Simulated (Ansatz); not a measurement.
## AlP (model structure, Pm-3m, No. 221, 2 atoms in the cell)

Calculation: PBEsol in Ansatz (PAW).

Numerical settings: plane-wave cutoff 520 eV, 18×18×18 k mesh, Fermi–Dirac smearing 0.05 eV, scalar-relativistic PAW data made under PBE.

Cell (relaxed at this level):

```cif
data_AlP
_chemical_formula_sum 'Al1 P1'
_space_group_name_H-M_alt 'Pm-3m'
_space_group_IT_number 221
_space_group_name_Hall '-P 4 2 3'
_cell_length_a 3.09095
_cell_length_b 3.09095
_cell_length_c 3.09095
_cell_angle_alpha 90.000
_cell_angle_beta 90.000
_cell_angle_gamma 90.000
loop_
_atom_site_label
_atom_site_type_symbol
_atom_site_symmetry_multiplicity
_atom_site_Wyckoff_symbol
_atom_site_fract_x
_atom_site_fract_y
_atom_site_fract_z
_atom_site_occupancy
Al1 Al 1 a 0.00000 0.00000 0.00000 1
P1 P 1 b 0.50000 0.50000 0.50000 1
```

```
Quantity           Value
---------------  -------
band gap            none
bulk modulus B0  101 GPa
```

Note: the bulk modulus is −V dP/dV from two relaxed cells at ±2 % in volume; the relaxation could raise the start's symmetry but not lower it, so the cell can be a saddle point.

Computed values are for the static lattice.

Cost on a shared machine: roughly 27 core-seconds.

A model structure was made by putting elements into a prototype or built by hand; it is no filed structure, need not be a known phase, and can be a saddle point held by its symmetry.

Ansatz is a first-principles code.
